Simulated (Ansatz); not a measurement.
Ansatz (a program for electronic structure) is run on Nb (Im-3m, 1 atom in the cell), and the run fails. The aim is a self-consistent single point with DFT, PBEsol, plane waves, PAW files made with PBE.

Cell that was meant: a = 2.9203 Å, b = 2.9203 Å, c = 2.9203 Å, α = 109.47°, β = 109.47°, γ = 109.47°.

Part of the input:

Ansatz 0.2 input:
```yaml
    - [1.68602000, -1.68602000, 1.68602000]
    - [1.68602000, 1.68602000, -1.68602000]
  atoms:
    - { symbol: Nb, pos: [0.00000000, 0.00000000, 0.00000000] }
basis:
  ecutwfc: 30.9 Ry
kpoints:
```

The program printed (abridged):

```
Error: YAML parse error: error: line 7 column 21: unknown field `pos`, expected one of symbol, position, position_ang, spin, spin_axis, wyckoff
 --> <input>:7:21
  |
5 |     - [1.68602000, 1.68602000, -1.68602000]
6 |   atoms:
7 |     - { symbol: Nb, pos: [0.00000000, 0.00000000, 0.00000000] }
  |                     ^ unknown field `pos`, expected one of symbol, position, position_ang, spin, spin_axis, wyckoff
8 | basis:
9 |   ecutwfc: 30.9 Ry
  |
```

Task: Read the log: what does the program object to, and what is the fix?

Result: The program does not know the word pos. To fix it, write position. The program stopped before any SCF iteration.

The sound input it was made from differs as follows (other fixes are possible):
```diff
-    - { symbol: Nb, pos: [0.00000000, 0.00000000, 0.00000000] }
+    - { symbol: Nb, position: [0.00000000, 0.00000000, 0.00000000] }
```

With that input, the run converged in 6 iterations: free energy E − TS (on the zero of these files) -4495.4345 eV; Fermi level (on the code's own zero) 16.43 eV; pressure -13.53 GPa (DFT, PBEsol, plane waves, PAW files made with PBE).

On the sound input: the starting cell comes from a database of computed structures (which also holds hypothetical and non-ambient phases and stackings), without a prior relaxation at this level. Its lattice was rescaled by a random factor within 2.5 % of one. Spin polarisation is off. With a pressure of about -14 GPa the cell is away from its equilibrium volume at this level. Ansatz's pressure includes its estimate of the finite-basis (Pulay) stress.
